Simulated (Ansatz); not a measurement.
Ge (Fd-3m), HSE06, rigid bands run with Ansatz (a quantum-chemistry and plane-wave program): N_c = 9.45e18 cm⁻³ at 300 K and an electron conductivity mass of 0.121 mₑ.

Question: For 1e16 electrons per cm³ at 300 K, place the Fermi level, estimate the Seebeck coefficient of a parabolic band with constant τ, and give mobility and conductivity for τ = 5 fs.

Answer: The level lies k_BT ln(N_c/n) = 0.177 eV below the conduction-band minimum. S ≈ −(k_B/e)[ln(N_c/n) + 5/2] = -806 μV/K, against -814 μV/K from the full bands (mean over directions). μ = eτ/m = 72.7 cm²/(V·s) and σ = neμ = 0.116 S/cm. τ is assumed, not computed.

Band transport and this doping are assumed; polarons and phonon drag are left out. Spin-orbit coupling is left out. Geometry: cell and atoms relaxed with PBEsol.
